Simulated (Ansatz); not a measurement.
Reference: WSe2 (P6_3/mmc), PBEsol+D3BJ, rigid bands (plane waves, PAW, scalar-relativistic; Ansatz, an electronic-structure program); axes and stresses refer to this cell.

```yaml
crystal:
  lattice:
    - [3.23057, 0.00000, 0.00000]
    - [-1.61529, 2.79776, 0.00000]
    - [0.00000, 0.00000, 12.41078]
  atoms:
    - { symbol: W, position: [0.66667, 0.33333, 0.75000] }
    - { symbol: W, position: [0.33333, 0.66667, 0.25000] }
    - { symbol: Se, position: [0.33333, 0.66667, 0.88545] }
    - { symbol: Se, position: [0.66667, 0.33333, 0.11455] }
    - { symbol: Se, position: [0.66667, 0.33333, 0.38545] }
    - { symbol: Se, position: [0.33333, 0.66667, 0.61455] }
```

The electron conductivity mass is 0.41 mₑ and the hole mass along z comes out as 1.51 mₑ. The Seebeck coefficient, p-type 1e19 cm⁻³ is 274 μV/K.

**Question.** Change: functional r2SCAN on the same cell. What happens to electron conductivity mass, hole mass along z, Seebeck coefficient, p-type 1e19 cm⁻³?

**Answer.** electron conductivity mass moves little, to 0.42 mₑ; hole mass along z falls to 1.25 mₑ; Seebeck coefficient, p-type 1e19 cm⁻³ shrinks to 262 μV/K.

Masses are for dilute carriers at 300 K, harmonic means over directions unless an axis is named. Seebeck coefficients are for the stated density at 300 K, with one relaxation time for all states and whether or not that doping can be reached. Spin-orbit coupling is left out unless a row names it; without it hole values are far off for these elements. 

PBEsol with a dispersion correction tends to overbind, so the cell can be several per cent short, in bad cases over ten, which usually narrows a gap: WSe2 (P6_3/mmc).
